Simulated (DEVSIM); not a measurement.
System: Schottky contact on p-type GaAs, at 300 K.

| layer (left to right) | material | thickness (μm) | Na (cm⁻³) | τn (s) | τp (s) |
|---|---|---|---|---|---|
| 1 | GaAs | 3.30 | 2.8e15 | 7.8e-10 | 7.8e-10 |

Left contact: Schottky, work function 4.394 eV, emission velocity 4.1e6 cm/s. Right contact: ohmic. Voltage is applied to the left contact. Recombination: SRH at mid-gap, Auger. Mobility is μmin + (μ − μmin)/(1 + (N/Nref)^α).

Constants are typed, rounded textbook-type inputs, not results; the design itself was drawn at random and stands for no fabricated device. Values at 300 K.

| parameter | GaAs |
|---|---|
| gap (eV) | 1.424 |
| affinity (eV) | 4.07 |
| permittivity | 12.9 |
| Nc (cm⁻³) | 4.7e17 |
| Nv (cm⁻³) | 9e18 |
| μn (cm²/Vs) | 8500 |
| μp (cm²/Vs) | 400 |
| μn,min | 500 |
| μp,min | 20 |
| Nref,n | 6e16 |
| Nref,p | 1.5e17 |
| αn | 0.39 |
| αp | 0.38 |
| Cn (cm⁶/s) | 1e-30 |
| Cp (cm⁶/s) | 1e-30 |

Model (solved in DEVSIM): 1D drift-diffusion, Boltzmann statistics, complete ionisation; no tunnelling, impact ionisation, image-force lowering or self-heating. Metal contacts follow the ideal Schottky-Mott rule: no Fermi-level pinning, no interface dipoles.

The metal work function was swept, all else fixed.

```
metal work function (eV)  dark forward voltage at 100 A/cm² (V)  largest field in the device at zero bias (V/cm)  dark forward voltage at 1 A/cm² (V)  potential step across the device at zero bias (V)
------------------------  -------------------------------------  -----------------------------------------------  -----------------------------------  -------------------------------------------------
4.194                                                     1.104                                            29000                                0.905                                              1.091
4.244                                                     1.135                                            28000                                0.868                                              1.041
4.294                                                     1.147                                            28000                                0.821                                              0.991
4.344                                                     1.118                                            27000                                0.771                                              0.941
4.394                                                     1.071                                            26000                                0.721                                              0.891
4.444                                                     1.021                                            25000                                0.671                                              0.841
4.494                                                     0.971                                            25000                                0.621                                              0.791
4.544                                                     0.922                                            24000                                0.571                                              0.741
```

From the first row to the last the dark forward voltage at 100 A/cm² goes from 1.104 to 0.922. From the first row to the last the largest field in the device at zero bias goes from 29000 to 24000.
